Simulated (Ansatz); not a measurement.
Band-edge transport in semiconductors and insulators: ZrS2 (P-3m1) under several functionals (Ansatz, a program for electronic structure, with spin-orbit coupling). The PBE cell:

```cif
data_S2Zr
_chemical_formula_sum 'Zr1 S2'
_space_group_name_H-M_alt 'P 1'
_space_group_IT_number 1
_cell_length_a 3.63467
_cell_length_b 3.63467
_cell_length_c 5.72092
_cell_angle_alpha 90.000
_cell_angle_beta 90.000
_cell_angle_gamma 120.000
loop_
_space_group_symop_operation_xyz
  'x, y, z'
loop_
_atom_site_label
_atom_site_type_symbol
_atom_site_fract_x
_atom_site_fract_y
_atom_site_fract_z
_atom_site_occupancy
Zr1 Zr 0.00000 0.00000 0.00000 1
S1 S 0.66667 0.33333 0.74470 1
S2 S 0.33333 0.66667 0.25530 1
```

```tsv
Functional	cell relaxed with	volume (Å³/atom)	band gap	electron conductivity mass	hole conductivity mass	Seebeck coefficient, n-type 1e19 cm⁻³
PBE	PBE+d3bj	21.82	0.65 eV	0.64 mₑ	0.66 mₑ	-372 μV/K
r2SCAN	r2SCAN+d4	23.20	1.25 eV	0.74 mₑ	0.89 mₑ	-395 μV/K
```

For the band gap, PBE gives 0.65 eV and r2SCAN 1.25 eV: PBE lies 48 % below.

The PBE and r2SCAN rows stand on cells whose volumes differ by 6.0 %, so the difference holds the effect of the cell as well as that of the functional.

Masses are for dilute carriers at 300 K, harmonic means over directions unless an axis is named. Seebeck coefficients are for the stated density at 300 K, with one relaxation time for all states and whether or not that doping can be reached.

Computed structure with no diffraction record at hand here (it may be known, metastable or hypothetical): ZrS2 (P-3m1).
